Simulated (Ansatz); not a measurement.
Consider CdS in the zinc blende structure (space group F-43m, No. 216; a = 5.927 Å).

Structures relaxed with Kohn–Sham DFT with the PBE functional, run in Ansatz (an electronic-structure program) with PAW and 420 eV plane waves, no spin-orbit coupling.

Base:

Simulated powder pattern, Cu Kα1, λ = 1.54056 Å (kinematic, ideal powder, no thermal factors, no anomalous dispersion; the 14 strongest lines at most, above 2 %, up to 2θ = 90°):

```csv
2θ (°),I/Imax (%),hkl
26.02,100,(111)
30.13,23,(200)
43.14,57,(220)
51.07,45,(311)
53.52,6.3,(222)
62.65,8.8,(400)
69.02,17,(331)
71.08,7.8,(420)
79.09,18,(422)
84.96,13,(333)
```

After one change:

Simulated powder pattern, Cu Kα1, λ = 1.54056 Å (kinematic, ideal powder, no thermal factors, no anomalous dispersion; the 14 strongest lines at most, above 2 %, up to 2θ = 90°):

```csv
2θ (°),I/Imax (%)
25.63,100
29.68,23
42.47,57
50.26,45
52.66,6.4
61.62,8.9
67.86,18
69.87,7.9
77.70,18
83.42,13
```

Problem. What was done to the base?
A) isotropic strain +2.50 %
B) isotropic strain −2.50 %
C) isotropic strain −1.00 %
D) isotropic strain +1.50 %

Solution. D, isotropic strain +1.50 %. Its volume per atom is 27.21 Å³ against 26.02 Å³, and its space group is F-43m (No. 216).

No phonon test of stability was made.
